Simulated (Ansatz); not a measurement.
The starting structures come from a database of crystals and need not be the phases stable at ambient conditions.

By PBEsol, the system below comes out a metal.

The ballistic (Sharvin) conductance counts the channels at the Fermi level: G/A = (e²/h) × channels of both spins per area.

Input:

```
Ru2Si
1.0
    4.01014     0.00000     0.00000
    0.00000     7.39776     0.00000
    0.00000     0.00000     5.27355
Si Ru
4 8
Direct
  0.75000   0.09775   0.29964
  0.25000   0.90225   0.70036
  0.25000   0.59775   0.20036
  0.75000   0.40225   0.79964
  0.25000   0.21222   0.51386
  0.75000   0.78778   0.48614
  0.75000   0.71222   0.98614
  0.25000   0.28778   0.01386
  0.75000   0.06533   0.83351
  0.25000   0.93467   0.16649
  0.25000   0.56533   0.66649
  0.75000   0.43467   0.33351
```

Space group of this cell: Pnma. The cell is taken as given; by PBEsol its mean pressure is -3.6 GPa.

The current flows along the normal of the first two printed cell vectors. No spin-orbit coupling; the value is a mean over 0.1 eV about the Fermi level.

Q: Compute, with PBEsol (Ansatz, a program for electronic structure), the ballistic conductance per area.

A: 0.51 × 10¹⁵ S/m² for both spins.
